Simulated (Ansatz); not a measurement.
## A computed series for Ir: response to strain

Take Ir in the fcc (Cu type) structure (space group Fm-3m, No. 225; relaxed with 0.1 eV smearing) as the base.

```
Ir
1.0
    0.00000     1.92250     1.92250
    1.92250     0.00000     1.92250
    1.92250     1.92250     0.00000
Ir
1
Direct
  0.00000   0.00000   0.00000
```

Cartesian axes are those of the cell as printed.

Strains are applied to the cell and any free atomic positions relax; under biaxial strain the out-of-plane vector relaxes too.

All numbers come from Kohn–Sham DFT with the r2SCAN functional, run in Ansatz (a first-principles code) with PAW and 500 eV plane waves, without spin-orbit coupling.

Notes on the quantities. energy relative to the base: free energy F.

```csv
"biaxial strain, plane normal [111], relaxed out of plane (%)",energy relative to the base (meV/atom)
0,0.0
0.42,?
0.83,5.0
1.25,11.1
1.67,19.4
2.08,29.7
2.5,42.1
```

Problem. Fit ΔE = Aε² + Bε³ (ε in %) to the rows shown and predict the withheld row.

Solution. Least squares on the printed values gives A = 7.45 and B = -0.29 meV/atom (largest residual 0.1 meV/atom); this predicts 1.3 meV/atom, and the run gives 1.3 meV/atom, in agreement.

No phonon test of stability was made. The final runs are not spin-polarised.
